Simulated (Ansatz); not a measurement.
The starting structures come from a database of crystals and need not be the phases stable at ambient conditions.

Tunnelling through a barrier is set by its complex band structure: the current falls as exp(−2κd) with the smallest κ.

Data:

```
Cs2HfI6
1.0
    8.34071     0.00000     0.00000
    0.00000    11.79554     0.00000
    4.17035     5.89777     4.17035
Cs Hf I
2 1 6
Direct
  0.50000   0.25000   0.00000
  0.50000   0.75000   0.00000
  0.00000   0.00000   0.00000
  0.48218   0.24109   0.51782
  0.51782   0.75891   0.48218
  0.00000   0.75891   0.48218
  0.00000   0.24109   0.51782
  0.00000   0.24109   0.00000
  0.00000   0.75891   0.00000
```

Space group of this cell: Fm-3m. The cell is taken as given; by PBEsol its mean pressure is -0.7 GPa.

Transport runs along the normal of the first two printed cell vectors, the (110) plane of the conventional cell.

The gap is the functional's own. No spin-orbit coupling. Mid-gap values are interpolated on the energy grid.

Estimate the band gap and the smallest decay constant κ at mid-gap that PBEsol (Ansatz, an electronic-structure program) returns for this system.

Gap 2.12 eV on a 8×8×8 mesh; κ = 0.219 1/Å, at the zone centre.
